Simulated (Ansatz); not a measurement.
The starting structures come from a database of crystals and need not be the phases stable at ambient conditions.

The decay constant κ of evanescent states in the gap governs leakage through a thin film.

Input:

```xyz
12
Lattice="5.5487 0.0000 0.0000 0.0000 7.8410 0.0000 2.7744 -0.4793 3.8051" Properties=species:S:1:pos:R:3 pbc="T T T"
Pd     4.1615     3.6808     1.9026
Pd     1.3872    -0.2397     1.9026
S      7.8974     5.4014     3.8051
S      3.2001     1.4809     3.8051
O      5.9404     5.9764     1.2295
O      2.3827     1.3853     2.5756
O      3.1660     5.3058     2.5756
O      5.1570     2.0559     1.2295
O      4.0381     2.6968     3.6712
O      4.2850     4.6649     0.1339
O      1.2637     0.7444     0.1339
O      7.0594     6.6172     3.6712
```

The cell is taken as given; by r2SCAN it stands under a pressure of 1.1 GPa.

Transport runs along the normal of the first two printed cell vectors.

The gap is the functional's own, uncorrected, and κ follows it; spin-orbit coupling is left out. Mid-gap means the computed energy nearest the middle.

Problem. Estimate the band gap and the smallest decay constant κ at mid-gap that Ansatz (an electronic-structure program) with r2SCAN returns for this system.

Solution. Gap 1.47 eV on a 8×4×8 mesh; κ = 0.471 1/Å, at the zone centre.
